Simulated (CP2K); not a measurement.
Input and output of a self-consistent single point for TiSb2 (I4/mcm, 6 atoms in the cell) (CP2K)

Method of the run: PBEsol, GPW, DZVP-MOLOPT-SR-GTH basis, GTH-PBE potentials (GTH_POTENTIALS) run with CP2K.

Input as run:

```
&GLOBAL
  PROJECT run
  RUN_TYPE ENERGY_FORCE
  PRINT_LEVEL MEDIUM
&END GLOBAL
&FORCE_EVAL
  METHOD Quickstep
  STRESS_TENSOR ANALYTICAL
  &DFT
    BASIS_SET_FILE_NAME BASIS_MOLOPT
    POTENTIAL_FILE_NAME GTH_POTENTIALS
    &QS
      METHOD GPW
      EPS_DEFAULT 1E-11
    &END QS
    &MGRID
      CUTOFF 600
      REL_CUTOFF 50
      NGRIDS 5
    &END MGRID
    &SCF
      SCF_GUESS ATOMIC
      EPS_SCF 1E-6
      MAX_SCF 100
      ADDED_MOS 8
      &DIAGONALIZATION
        ALGORITHM STANDARD
      &END DIAGONALIZATION
      &MIXING
        METHOD BROYDEN_MIXING
        ALPHA 0.3
        NBUFFER 10
      &END MIXING
      &SMEAR ON
        METHOD FERMI_DIRAC
        ELECTRONIC_TEMPERATURE [K] 1160.45
      &END SMEAR
    &END SCF
    &KPOINTS
      SCHEME MONKHORST-PACK 5 5 5
    &END KPOINTS
    &XC
      &XC_FUNCTIONAL
        &PBE
          PARAMETRIZATION PBESOL
        &END PBE
      &END XC_FUNCTIONAL
    &END XC
    &PRINT
      &MO
        EIGENVALUES T
        OCCUPATION_NUMBERS T
        NDIGITS 8
        FILENAME mo
        &EACH
          QS_SCF 0
        &END EACH
        ADD_LAST NUMERIC
      &END MO
      &MULLIKEN ON
      &END MULLIKEN
    &END PRINT
  &END DFT
  &SUBSYS
    &CELL
      ABC 5.55543400 5.55543364 5.55543400
      ALPHA_BETA_GAMMA 105.79036406 105.79035427 117.11405971
      PERIODIC XYZ
    &END CELL
    &COORD
      Ti       0.75586775     1.23622425     0.00000000
      Ti       2.26760325     3.70867275     0.00000000
      Sb       0.71949434     2.95685036     2.36983650
      Sb       0.79224166    -0.48440236     2.36983650
      Sb       3.53358485     1.23622415     0.92859673
      Sb      -2.02184885     1.23622385     3.81107627
    &END COORD
    &KIND Ti
      BASIS_SET DZVP-MOLOPT-SR-GTH-q12
      POTENTIAL GTH-PBE-q12
    &END KIND
    &KIND Sb
      BASIS_SET DZVP-MOLOPT-SR-GTH-q5
      POTENTIAL GTH-PBE-q5
    &END KIND
  &END SUBSYS
  &PRINT
    &FORCES ON
    &END FORCES
    &STRESS_TENSOR ON
    &END STRESS_TENSOR
  &END PRINT
&END FORCE_EVAL
```

Log, with long lists cut:

```
 GLOBAL| Method name                                                        CP2K
 GLOBAL| Project name                                                        run
 GLOBAL| Run type                                                   ENERGY_FORCE

 CELL| Volume [angstrom^3]:                                           130.203789
 CELL| Vector a [angstrom]:       5.555     0.000     0.000   |a| =     5.555434
 CELL| Vector b [angstrom]:      -2.532     4.945     0.000   |b| =     5.555434
 CELL| Vector c [angstrom]:      -1.512    -2.472     4.740   |c| =     5.555434
 CELL| Angle (b,c), alpha [degree]:                                   105.790364
 CELL| Angle (a,c), beta  [degree]:                                   105.790354
 CELL| Angle (a,b), gamma [degree]:                                   117.114060
 CELL| Numerically orthorhombic:                                              NO
 CELL| Periodicity                                                           XYZ

 DFT| Spin restricted Kohn-Sham (RKS) calculation                            RKS
 DFT| Multiplicity                                                             1
 DFT| Number of spin states                                                    1
 DFT| Charge                                                                   0
 DFT| XC density smoothing                                                  NONE
 DFT| XC derivatives                                                          PW

 QS| Method:                                                                 GPW
 QS| Density plane wave grid type                        NON-SPHERICAL FULLSPACE
 QS| Number of grid levels:                                                    5
 QS| Density cutoff [a.u.]:                                                300.0
 QS| Multi grid cutoff [a.u.]: 1) grid level                               300.0
   [... lines left out ...]
 BRILLOUIN| Wavefunction type                                            COMPLEX
 BRILLOUIN| List of Kpoints [2 Pi/Bohr]                                       63
 BRILLOUIN| Number           Weight            X              Y              Z
 BRILLOUIN|     1           0.01600       -0.40000       -0.40000       -0.40000
 BRILLOUIN|     2           0.01600       -0.40000       -0.40000       -0.20000
 BRILLOUIN|     3           0.01600       -0.40000       -0.40000        0.00000
   [... 60 lines left out ...]
 *******************************************************************************

 Extrapolation method: initial_guess

 Re-scaling the density matrix to get the right number of electrons
                  # Electrons              Trace(P)               Scaling factor
                           44                44.000                        1.000

 Number of electrons:                                                         44
 Number of occupied orbitals:                                                 22
 Number of molecular orbitals:                                                30

 Number of orbital functions:                                                104
 Number of independent orbital functions:                                    104
 SCF WAVEFUNCTION OPTIMIZATION

  Step     Update method      Time    Convergence         Total energy    Change
     1 NoMix/Diag. 0.30E+00      -     1.75068715      -139.3482099870 -1.39E+02
     2 Broy./Diag. 0.30E+00      -     0.22656235      -137.9004681816  1.45E+00
     3 Broy./Diag. 0.30E+00      -     0.07467165      -140.4845134379 -2.58E+00
     4 Broy./Diag. 0.30E+00      -     0.03829613      -138.5006395843  1.98E+00
     5 Broy./Diag. 0.30E+00      -     0.00646019      -138.2907332037  2.10E-01
     6 Broy./Diag. 0.30E+00      -     0.00362061      -138.4081548223 -1.17E-01
     7 Broy./Diag. 0.30E+00      -     0.00048948      -138.3645460484  4.36E-02
     8 Broy./Diag. 0.30E+00      -     0.00046997      -138.3767386150 -1.22E-02
     9 Broy./Diag. 0.30E+00      -     0.00003108      -138.3710844693  5.65E-03
    10 Broy./Diag. 0.30E+00      -     0.00002585      -138.3714793647 -3.95E-04
    11 Broy./Diag. 0.30E+00      -     0.00001975      -138.3713727627  1.07E-04
    12 Broy./Diag. 0.30E+00      -     0.00000174      -138.3713065273  6.62E-05
    13 Broy./Diag. 0.30E+00      -     0.00000033      -138.3713303221 -2.38E-05
  *** SCF run converged in    13 steps ***

  Electronic density on regular grids:        -43.9999999998        0.0000000002
  Core density on regular grids:               43.9999999992       -0.0000000008
  Total charge density on r-space grids:       -0.0000000006
  Total charge density g-space grids:          -0.0000000006

  Overlap energy of the core charge distribution:               0.00000000061141
  Self energy of the core charge distribution:               -261.61083454783568
  Core Hamiltonian energy:                                     64.41398123443281
  Hartree energy:                                              79.03989659603054
  Exchange-correlation energy:                                -20.21200338790423
  Electronic entropic energy:                                  -0.00237021738471
  Fermi energy:                                                 0.31442140489188

  Total energy:                                              -138.37133032210912
  Total energy (extrapolated to T->0):                       -138.37014521341678

                     Mulliken Population Analysis

 #  Atom  Element  Kind  Atomic population                           Net charge
       1     Ti       1         12.430004                             -0.430004
       2     Ti       1         12.430003                             -0.430003
       3     Sb       2          4.785018                              0.214982
       4     Sb       2          4.785018                              0.214982
       5     Sb       2          4.784979                              0.215021
       6     Sb       2          4.784979                              0.215021
 # Total charge                             44.000000                  0.000000

 ENERGY| Total FORCE_EVAL ( QS ) energy [hartree]           -138.371330279543542

 FORCES| Atomic forces [hartree/bohr]
 FORCES|   Atom     x               y               z               |f|
 FORCES|      1  2.09931007E-06  3.70221685E-06 -5.28810442E-08   4.25632574E-06
 FORCES|      2 -2.10648226E-06 -3.69926584E-06  5.18998987E-08   4.25729126E-06
 FORCES|      3  3.32066424E-03 -2.03003156E-03 -6.59369497E-07   3.89202255E-03
 FORCES|      4 -3.32066362E-03  2.03003430E-03  6.57581893E-07   3.89202346E-03
 FORCES|      5 -5.26037183E-07  2.80168089E-07 -3.89229273E-03   3.89229278E-03
 FORCES|      6  5.32585961E-07 -2.85848609E-07  3.89229550E-03   3.89229554E-03
 FORCES| Sum    -1.07444561E-11  9.04825841E-12 -1.60063672E-12
 FORCES| Total atomic force                                       1.41377635E-11

 STRESS| Analytical stress tensor [bar]
 STRESS|                        x                   y                   z
 STRESS|      x        4.70269303757E+03  -3.51977819422E+03   1.68070688516E+00
 STRESS|      y       -3.51977819422E+03   1.09855034979E+03   3.07252674574E+00
 STRESS|      z        1.68070688516E+00   3.07252674574E+00   6.86338670617E+03
 STRESS| 1/3 Trace                                             4.22154336451E+03
```

The run converged in 13 iterations.

The starting cell comes from a database of computed structures (which also holds hypothetical and non-ambient phases and stackings), without a prior relaxation at this level. Spin polarisation is off. Values carry the incompleteness of an atom-centred basis. The potentials were made for another functional than the one used.

Cost on one core of a shared machine: roughly 2 min.
